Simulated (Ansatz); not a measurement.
Take Si in the diamond structure (space group Fd-3m, No. 227; a = 5.4336 Å) as the base. Axes: x, y, z lie along the cube axes.

Method: PBEsol (Ansatz, a first-principles code; PAW; 420 eV plane waves; spin-orbit coupling left out).

Base values:

* **Valence-band top at Γ**: 0.00, 0.00, 0.00 eV
* **Band gap**: 0.47 eV

Now apply this change: the cell is stretched by 3.91 % along y with no lateral relaxation, atoms relaxed at fixed cell.

Predict the new stress, valence-band top at Γ and band gap.

The stress (xx, yy, zz, yz, xz, xy; compression positive) comes out as (-2.08, -5.89, -2.08, 0.00, 0.00, 0.00) GPa; the valence-band top at Γ (three highest levels, from the VBM) goes from 0.00, 0.00, 0.00 eV to 0.00, 0.00, -0.28 eV; the band gap drops by 0.133 eV (0.47 eV → 0.33 eV).

The cells carry an imposed strain or load. Stability against distortions was not tested.
